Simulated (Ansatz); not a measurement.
# Migration barriers: Re vacancy in hcp Re, neutral cell

System: Re vacancy in hcp Re (neutral cell). Calculation: PBE, PAW (plane waves to 420 eV; Ansatz, a program for electronic structure).

Cell of 36 host sites held at the relaxed PBE lattice; a 2×2×2 k-point mesh shifted by half a step along c; Fermi-Dirac width 0.10 eV, spin-restricted; finite-size errors left in. No zero-point or tunnelling terms. Spin-orbit coupling is left out. Forms of the defect that were not tried may lie lower.

Barriers: single points on a 4×4×3 k-point mesh shifted by half a step along c at the bands' geometries (they differ from the bands' own by up to 0.24 eV, and are uncertain by about as much).

```csv
Route,Start site over the lowest site run (eV),Hop (Å),Forward barrier (eV),Backward barrier (eV),Neighbours at the start,Neighbours at the saddle,Saddle order,"Forward, on the band's own sampling (eV)"
one Re atom jumps into the vacancy from a nearby Re site,0.00,2.67,1.34,1.34,"2 Re at 2.72, 2 Re at 2.73, Re at 2.77, 4 Re at 2.78, 2 Re at 2.80 Å","4 Re at 2.57, 4 Re at 3.05, 2 Re at 3.24 Å","not checked, on a symmetry element",1.10
one Re atom jumps into the vacancy from a nearby Re site,0.00,2.76,1.90,1.90,"3 Re at 2.72, Re at 2.75, 4 Re at 2.77, Re at 2.79, Re at 2.81, Re at 2.82 Å","Re at 2.53, Re at 2.57, 2 Re at 2.59, 4 Re at 2.95 Å","not checked, on a symmetry element",1.70
```

Paths come from climbing-image nudged elastic band runs. Of the routes that converged and passed our checks, the lowest saddle point lies 1.34 eV above the lowest of the sites run (one Re atom jumps into the vacancy from a nearby Re site); other sites, such as split forms, and other routes may lie lower. A band can be held on a symmetry element, so unchecked saddle points there may be too high.
